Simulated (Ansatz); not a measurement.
An Ansatz (a program for electronic structure) input (plane-wave PAW DFT at the PBE level (Ansatz, 420 eV), no spin-orbit coupling):

Ansatz 0.2 input:
```yaml
crystal:
  lattice:
    - [2.7764249153, 0, 0]
    - [-1.3882124576, 2.4044545083, 0]
    - [0, 0, 4.3465021108]
  atoms:
    - { symbol: Re, position: [0.6666666667, 0.3333333333, 0.75] }
    - { symbol: Re, position: [0.3333333333, 0.6666666667, 0.25] }
basis: { ecutwfc: 420, ecutrho_ratio: 4, xc_grid: 2, fft_grid_basis: typed }
kpoints: { mp_grid: { grid: [24, 24, 13] } }
hamiltonian:
  xc: pbe
  dispersion: none
  pseudopotentials: { kind: paw }
scf: { occupations: { method: fermi_dirac, width: 0.1 }, convergence: { dr2_threshold: 0.0000000002 } }
relax: { f_tol: 0.005, max_steps: 50 }
output: { forces: true, stress: true }
checkpoint: { write: state.ck, write_every: 1000 }
```

Q: Which symmetry and how many k-points will the program report, and about how many plane waves at Γ?

A: Space group P63/mmc (ITA 194) with 24 operations, k-points 427 of 7488, and 579 plane waves at Γ.

Q: And the final pressure?

A: 12.28 GPa (compression positive).

The cells carry an imposed strain or load. Stability against distortions was not tested. All final runs are without spin polarisation. The cell was made from Re in the hcp (Mg type) structure (space group P6_3/mmc, No. 194) by this change: uniaxial strain ε_zz = −3.00 %.
